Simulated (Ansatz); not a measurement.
# Response to strain in WC

The parent structure is WC (space group P-6m2, No. 187; a = 2.922 Å, c = 2.846 Å; relaxed with 0.1 eV smearing).

Strains are applied to the cell and any free atomic positions relax.

Level of theory: PBE (Ansatz, a first-principles code), no spin-orbit coupling.

Candidates:
(a) isotropic strain +1.50 %
(b) isotropic strain −2.50 %
(c) isotropic strain −0.50 %

Notes on the quantities. energy relative to the base: free energy F.

Question: Order them by energy relative to the base, highest first.

Answer: (b) isotropic strain −2.50 % (+77 meV/atom), (a) isotropic strain +1.50 % (+24 meV/atom), (c) isotropic strain −0.50 % (+2.9 meV/atom)

Stability against distortions was not tested. All final runs are without spin polarisation.
